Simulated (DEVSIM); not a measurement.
System: abrupt GaAs n-p junction, at 350 K.

```
layer (left to right)  material  thickness (μm)  Nd (cm⁻³)  Na (cm⁻³)  τn (s)  τp (s)
---------------------  --------  --------------  ---------  ---------  ------  ------
1                          GaAs            7.80     3.7e16          -  4.4e-8  4.4e-8
2                          GaAs            5.10          -     1.5e14  4.4e-8  4.4e-8
```

Left contact: ohmic. Right contact: ohmic. Voltage is applied to the left contact. Recombination: SRH at mid-gap, radiative, Auger. Mobility is constant in doping.

Constants are typed, rounded textbook-type inputs, not results; the design itself was drawn at random and stands for no fabricated device. Values at 300 K; Nc and Nv go as T^1.5, mobilities as T to minus their exponent, the gap by Varshni's rule with the affinity fixed.

```tsv
parameter	GaAs
gap (eV)	1.424
affinity (eV)	4.07
permittivity	12.9
Nc (cm⁻³)	4.7e17
Nv (cm⁻³)	9e18
μn (cm²/Vs)	8500
μp (cm²/Vs)	400
T exponent of μn	2.1
T exponent of μp	2.2
B (cm³/s)	2e-10
Cn (cm⁶/s)	1e-30
Cp (cm⁶/s)	1e-30
Varshni α (eV/K)	0.000541
Varshni β (K)	204
```

Simulated with DEVSIM: 1D drift-diffusion, Boltzmann statistics, complete ionisation; no tunnelling, impact ionisation, image-force lowering or self-heating.

The temperature was swept, all else fixed.

```tsv
temperature (K)	dark forward voltage at 1 A/cm² (V)	largest field in the device at zero bias (V/cm)	potential step across the device at zero bias (V)	dark forward voltage at 100 A/cm² (V)
250	…	11000	1.166	…
300	0.867	11000	1.074	1.032
350	0.742	12000	0.979	0.940
400	0.616	12000	0.881	0.847
450	0.488	13000	0.781	0.754
500	0.358	13000	0.679	0.662
```

Problem. What belongs in the gaps?

Solution. 
- 250, dark forward voltage at 1 A/cm² (V): 0.990
- 250, dark forward voltage at 100 A/cm² (V): 1.123
